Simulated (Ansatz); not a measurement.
Consider this model of amorphous In9Al9Zn9O36.

```xyz
63
Lattice="9.2887 0.0000 0.0000 0.0000 9.2887 0.0000 0.0000 0.0000 9.2887" Properties=species:S:1:pos:R:3 pbc="T T T"
In     5.2501     1.7464     7.3001
In     6.3957     7.6799     7.8902
In     7.5223     1.0479     1.1739
In     8.5327     4.7511     0.4620
In     3.1770     7.9021     6.0213
In     1.2033     9.0231     2.8071
In     5.5941     5.4576     5.2142
In     6.2923     8.7977     4.3159
In     9.2050     7.5125     5.8325
Al     7.4719     2.7810     3.5929
Al     2.3891     1.0078     7.5071
Al     2.6467     5.5869     0.9148
Al     0.7722     2.3845     5.4281
Al     4.9657     3.9564     2.3881
Al     5.0908     4.5769     8.5914
Al     3.3287     2.4089     1.0545
Al     1.9454     5.1529     5.0120
Al     3.9500     6.9873     3.1556
Zn     1.6513     4.7682     7.7698
Zn     8.3789     6.0535     3.6305
Zn     1.0450     3.3382     2.6638
Zn     3.3971     1.2758     4.0523
Zn     6.1413     6.7150     1.4391
Zn     8.2403     0.8605     7.2987
Zn     7.8328     4.1167     6.6524
Zn     3.6016     8.6644     0.5633
Zn     0.6731     7.8834     9.0935
O      1.5437     6.2632     6.3715
O      6.1871     4.0106     3.6748
O      3.8626     2.7029     2.8630
O      6.4994     0.2437     6.3373
O      3.5159     5.8391     4.5256
O      6.7368     1.2152     3.1194
O      5.6438     3.8494     6.9652
O      8.3218     2.7694     5.1601
O      2.6469     7.3115     1.8935
O      7.6866     5.7869     5.6192
O      1.9170     3.6410     5.9189
O      1.0300     6.0170     0.1512
O      5.5799     8.3957     0.4506
O      7.0121     1.6413     8.5737
O      2.6860     0.7860     1.5236
O      3.4739     5.2885     8.5898
O      5.0862     3.3699     0.6899
O      0.7737     1.2842     6.8328
O      7.8587     6.0198     1.8439
O      2.4257     8.6063     8.1108
O      2.1416     3.8017     1.1445
O      4.1120     8.6978     3.9551
O      9.1226     3.8689     8.0209
O      5.0105     7.0482     6.5028
O      3.5620     0.9538     6.1229
O      6.4610     5.7071     8.8394
O      0.8038     5.0338     3.6934
O      9.2009     9.1108     1.1615
O      5.7715     6.9013     3.4771
O      8.3863     2.9923     2.0223
O      3.4447     1.9816     8.5426
O      8.4799     8.1196     7.7165
O      1.5635     8.3415     4.7612
O      8.2969     8.0934     4.0402
O      4.2825     5.5415     1.9423
O      1.3091     1.7444     3.8524
```

The numbers are results of PBE, scalar-relativistic without spin-orbit coupling (plane waves to 420 eV, PAW; Ansatz, an electronic-structure program), not measurements.

It comes from a melt-quench run on a machine-learned potential (CHGNet), relaxed afterwards by DFT. O atoms were pushed apart under 1.9 Å during the dynamics, to hinder bonds among them. The hot cell started wider than the set density and was brought back towards it in steps. It is the lowest in DFT energy of 2 quenches. It is a model cell: composition and starting density were chosen by hand, and all elements were melted together. No dispersion term was used. Its density started from a set value of 5.19 and ended at 5.06 g/cm³. The quench (nominally 150 K/ps over its main leg) was far faster than any real one, so the model tends to hold more defects than a real film. A cell of this size samples the disorder only roughly. The volume was free in the relaxation, at fixed shape. Stress components on the final sampling reach 1.6 GPa.

Neighbours within In-In 3.12 Å, In-Al 2.89 Å, In-Zn 2.90 Å, In-O 2.88 Å, Al-Al 2.66 Å, Al-Zn 2.67 Å, Al-O 2.20 Å, Zn-Zn 2.68 Å, Zn-O 2.42 Å, O-O 1.58 Å count as bonded. Two cations that share two anions don't count as bonded, nor two that share one unless they lie closer than In-In 3.04 Å, In-Al 2.81 Å, In-Zn 2.82 Å, Al-Al 2.59 Å, Al-Zn 2.60 Å, Zn-Zn 2.61 Å.

Task: Give the coordination numbers, mean bond lengths and angles.

Result: 
- Mean coordination of In by anions = 5.44 (6 with 5, 2 with 6, 1 with 7)
- Mean coordination of Al by anions = 4.33 (6 with 4, 3 with 5)
- Mean coordination of Zn by anions = 4.22 (7 with 4, 2 with 5)
- Mean coordination of O = 3.50 (18 with 3, 18 with 4)
- Mean In-O bond = 2.228 Å (spread 0.166 Å, 49 counted)
- Mean Al-O bond = 1.825 Å (spread 0.063 Å, 39 counted)
- Mean Zn-O bond = 2.043 Å (spread 0.096 Å, 38 counted)
- Bond angle at In = mean 104.8°, spread 27.3°
- Bond angle at Al = mean 108.1°, spread 18.6°
- Bond angle at Zn = mean 108.0°, spread 19.6°
- Bond angle at O = mean 111.2°, spread 15.7°

Task: List the pairs of like atoms that count as bonded by the rules above.

Result: There are none by these rules.

Task: What Bader charges do the atoms carry, from a run on the zone centre alone?

Result: Means (range): In +1.82 e (+1.77 to +1.88), Al +2.52 e (+2.51 to +2.53), Zn +1.24 e (+1.21 to +1.29), O -1.39 e (-1.68 to -1.16).
| atom | charge (e) |
|---|---|
| In1 | +1.80 |
| In2 | +1.80 |
| In3 | +1.80 |
| In4 | +1.80 |
| In5 | +1.84 |
| In6 | +1.85 |
| In7 | +1.88 |
| In8 | +1.83 |
| In9 | +1.77 |
| Al10 | +2.51 |
| Al11 | +2.51 |
| Al12 | +2.53 |
| Al13 | +2.52 |
| Al14 | +2.51 |
| Al15 | +2.51 |
| Al16 | +2.53 |
| Al17 | +2.51 |
| Al18 | +2.52 |
| Zn19 | +1.29 |
| Zn20 | +1.23 |
| Zn21 | +1.22 |
| Zn22 | +1.28 |
| Zn23 | +1.23 |
| Zn24 | +1.24 |
| Zn25 | +1.22 |
| Zn26 | +1.21 |
| Zn27 | +1.27 |
| O28 | -1.39 |
| O29 | -1.58 |
| O30 | -1.54 |
| O31 | -1.21 |
| O32 | -1.56 |
| O33 | -1.39 |
| O34 | -1.38 |
| O35 | -1.59 |
| O36 | -1.51 |
| O37 | -1.23 |
| O38 | -1.61 |
| O39 | -1.37 |
| O40 | -1.21 |
| O41 | -1.17 |
| O42 | -1.39 |
| O43 | -1.57 |
| O44 | -1.68 |
| O45 | -1.56 |
| O46 | -1.17 |
| O47 | -1.41 |
| O48 | -1.53 |
| O49 | -1.36 |
| O50 | -1.16 |
| O51 | -1.21 |
| O52 | -1.39 |
| O53 | -1.42 |
| O54 | -1.44 |
| O55 | -1.19 |
| O56 | -1.37 |
| O57 | -1.41 |
| O58 | -1.55 |
| O59 | -1.21 |
| O60 | -1.19 |
| O61 | -1.18 |
| O62 | -1.65 |
| O63 | -1.41 |
